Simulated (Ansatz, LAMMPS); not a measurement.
Si well of 8 atomic layers along [001] in random Si0.5Ge0.5, interfaces graded over 4 layers. Cell 16.85 × 16.85 × 44.43 Å, Si357Ge219, 576 atoms. Prepared with LAMMPS with Tersoff's 1989 multicomponent potential (SiCGe.tersoff): minimisation. 

Basis: localised support functions (accuracy medium) on a full density matrix. k-points: zone centre alone; occupations: Fermi-Dirac, 0.010 eV; spin polarisation not allowed. No spin-orbit coupling.

Question: Give the gap and bonding at the level Ansatz (a quantum-chemistry and plane-wave program) with PBE, support functions at accuracy medium on the grid of 370 eV.

Answer: 
Kohn-Sham gap of the cell on its k-mesh: 0.30 eV
weight of the highest filled level on the well: 0.22
weight of the lowest empty level on the well: 0.87
coordination (neighbours within 2.871 Å): 100.0 % 4-fold
Ge-Ge bonds, mean ± spread: 2.479 ± 0.008 Å
Ge-Si bonds, mean ± spread: 2.433 ± 0.009 Å
Si-Si bonds, mean ± spread: 2.390 ± 0.009 Å
bond angles, mean ± spread: 109.5° ± 1.3°
pressure: -1.02 GPa
